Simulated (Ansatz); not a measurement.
## CrAuO2, response to strain

Start from CrAuO2 (space group R-3m, No. 166; a = 2.9849 Å, c = 18.2743 Å (hexagonal axes); ferromagnetic; a model cell, its experimental status unchecked). Axes: x lies along a and z along c of the hexagonal cell.

Strains are applied to the cell and any free atomic positions relax; under biaxial strain the out-of-plane vector relaxes too.

Calculations: Kohn–Sham DFT with the PBEsol functional, run in Ansatz (a quantum-chemistry and plane-wave program) with PAW and 420 eV plane waves, no spin-orbit coupling.

Candidates:
(a) isotropic strain +1.19 %
(b) biaxial strain +4.07 %, plane normal [001], relaxed out of plane
(c) uniaxial strain ε_yy = +2.57 %
(d) strain tensor (xx, yy, zz, yz, xz, xy) = (+0.90, −0.19, +0.43, +0.07, +0.29, +0.17) %

Notes on the quantities. energy relative to the base: free energy F.

Q: Order them by energy relative to the base, highest first.

A: (b) biaxial strain +4.07 %, plane normal [001], relaxed out of plane (+29 meV/atom), (a) isotropic strain +1.19 % (+8.6 meV/atom), (c) uniaxial strain ε_yy = +2.57 % (+6.2 meV/atom), (d) strain tensor (xx, yy, zz, yz, xz, xy) = (+0.90, −0.19, +0.43, +0.07, +0.29, +0.17) % (+1.4 meV/atom)

Whether these cells are dynamically stable was not tested. No Hubbard U is applied and the magnetic state is the run's own (CrAuO2 ferromagnetic); small cells can't hold the antiferromagnetic order that many such compounds have, so gaps and moments can be off.
